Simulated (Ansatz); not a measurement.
Consider LiF in the zinc blende structure (space group F-43m, No. 216; a = 4.2903 Å; a hypothetical phase, not in the database extracts checked). Axes: x, y, z lie along the cube axes.

One thing is altered: compressive biaxial strain of 4.19 % in the plane normal to [111], as in epitaxy on a mismatched substrate; the out-of-plane cell vector and the atoms relax.

Calculations: r2SCAN/PAW in Ansatz (a quantum-chemistry and plane-wave program), scalar-relativistic without spin-orbit coupling.

Question: Give the band edges at the high-symmetry points of the new zone, measured from its valence-band maximum.

Answer: 
| point | valence edge (eV) | conduction edge (eV) |
|---|---|---|
| Γ | 0.00 | 8.87 |
| T | -0.21 | 12.84 |
| H₂ | -0.93 | 13.04 |
| H₀ | -0.93 | 13.04 |
| L | -0.34 | 13.23 |
| S₀ | -0.89 | 12.83 |
| S₂ | -0.89 | 12.83 |
| F | -0.81 | 11.45 |

The gap is 8.87 eV, direct at Γ.

Stability against distortions was not tested. k-point labels follow each cell's own Brillouin zone.
